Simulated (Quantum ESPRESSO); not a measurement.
## Short convergence ladders for Ni3Ge (P4mm, 4 atoms in the cell)

```
CELL_PARAMETERS angstrom
      3.54092     0.00000     0.00000
      0.00000     3.54092     0.00000
      0.00000     0.00000     3.54092
ATOMIC_POSITIONS crystal
  Ni 0.50000 0.00000 0.50000
  Ni 0.01412 0.50000 0.50000
  Ni 0.50000 0.50000 0.00000
  Ge 0.00000 0.00000 0.00000
```

Base method: PBEsol, PSlibrary ultrasoft (PBE) pseudopotentials (plane waves; Quantum ESPRESSO).

Base settings: ecutwfc = 50 Ry; ecutrho = 300 Ry; occupations = smearing; smearing = gaussian; degauss = 0.0073499 Ry; input_dft = pbesol; potentials = {Ni: Ni.pbe-n-rrkjus_psl.1.0.0.UPF, Ge: Ge.pbe-n-rrkjus_psl.1.0.0.UPF}; K_POINTS = automatic 3 3 3 0 0 0; conv_thr = 1e-09 Ry; mixing_beta = 0.7.

The count of work is k-points × plane waves × bands × iterations; it is no time. 

**The cutoff for other potential files**

Level: DFT, PBEsol, plane waves, PseudoDojo standard norm-conserving (PBESOL) pseudopotentials.

In this ladder: ecutrho = default; input_dft = default; pseudopotentials = {Ni: Ni.upf, Ge: Ge.upf}.

The second cell is the first with its lattice scaled by 0.98.

The mesh stays at the base's, so the ladder's end is converged at best in this setting alone.

Only quantities that move along the ladder and can be compared are tabulated.

| ecutwfc | free energy less the last step's (meV/atom) | energy of the compressed cell less the first (meV/atom) | pressure (GPa) | largest difference of a force vector from the last step's (eV/Å) | count of work / last |
|---|---|---|---|---|---|
| 45 Ry | 31962.28 | -147.84 | -1723.56 | 0.909 | 0.12 |
| 55 Ry | 8452.21 | -46.79 | -661.04 | 0.232 | 0.16 |
| 70 Ry | 641.75 | 24.86 | -87.72 | 0.060 | 0.21 |
| 85 Ry | 17.44 | 22.71 | -5.51 | 0.004 | 0.28 |
| 100 Ry | 0.95 | 22.57 | -1.33 | 0.000 | 0.39 |
| 120 Ry | 0.63 | 22.56 | -1.34 | 0.000 | 0.51 |
| 150 Ry | 0.33 | 22.56 | -1.34 | 0.000 | 0.58 |
| 200 Ry | 0.00 | 22.55 | -1.34 | 0.000 | 1.0 |

Coarsest ecutwfc that holds the free energy within 2 meV/atom of the last step, with all finer ones: 100 Ry, at 0.39 of the last step's count of work; the step before is off by 17 meV/atom.

Coarsest ecutwfc that holds the pressure within 0.5 GPa of the last step, with all finer ones: 100 Ry, at 0.39 of the last step's count of work; the step before is off by 4.2 GPa.

Coarsest ecutwfc that holds the energy of the compressed cell less the first within 1 meV/atom of the last step, with all finer ones: 85 Ry, at 0.28 of the last step's count of work; the step before is off by 2.3 meV/atom.

The energy difference between the two cells stays within 1 meV/atom of the last step's from 85 Ry on, the total only from 100 Ry on: much of the error is common to both cells and cancels.

At the lowest cutoff the pressure lies 1720 GPa under the last step's, the usual sign of Pulay stress in an incomplete plane-wave basis.

**The density cutoff**

The second cell is the first with its lattice scaled by 0.98.

The mesh stays at the base's, so the ladder's end is converged at best in this setting alone.

Only quantities that move along the ladder and can be compared are tabulated.

```tsv
ecutrho	free energy less the last step's (meV/atom)	energy of the compressed cell less the first (meV/atom)	pressure (GPa)
100 Ry	-2.95	32.97	-0.20
150 Ry	-0.01	32.62	-0.39
200 Ry	-0.09	32.62	-0.39
250 Ry	0.02	32.61	-0.40
300 Ry	-0.02	32.62	-0.39
400 Ry	-0.03	32.61	-0.39
500 Ry	-0.01	32.61	-0.39
600 Ry	0.00	32.61	-0.39
800 Ry	0.00	32.61	-0.39
```

Coarsest ecutrho that holds the energy of the compressed cell less the first within 0.2 meV/atom of the last step, with all finer ones: 150 Ry; the step before is off by 0.36 meV/atom.

Coarsest ecutrho that holds the pressure within 0.1 GPa of the last step, with all finer ones: 150 Ry; the step before is off by 0.20 GPa.

Coarsest ecutrho that holds the free energy within 0.5 meV/atom of the last step, with all finer ones: 150 Ry; the step before is off by 2.9 meV/atom.

The energy difference between the two cells stays within 1 meV/atom of the last step's from 100 Ry on, the total only from 150 Ry on: much of the error is common to both cells and cancels.

On the base run: the starting cell comes from a database of computed structures (which also holds hypothetical and non-ambient phases and stackings), without a prior relaxation at this level. Its lattice was rescaled by up to half a per cent. One atom was moved a little off its site on purpose. Spin polarisation is off. Without a gap this mesh is coarse (it stands for a supercell whose shortest vector is 11 Å).
